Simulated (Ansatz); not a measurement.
The parent structure is Pb in the fcc (Cu type) structure (space group Fm-3m, No. 225; a = 4.9311 Å).

Method: PBEsol (Ansatz, a program for electronic structure, PAW, spin-orbit coupling left out).

Before the change:

The lattice parameter a is 493.1 pm.

One thing is altered: Re takes the place of Pb on all its sites; the structure is relaxed again.

Tabulated Pauling electronegativity and covalent radius: Pb 2.33, 1.46 Å; Re 1.90, 1.51 Å.

Task: What happens to the lattice parameter a?

Result: The lattice parameter a drops by 105.1 pm, from 493.1 pm to 388.0 pm.

Stability against distortions was not tested. The final runs are not spin-polarised. This is not the structure that Re has at room temperature and ambient pressure.
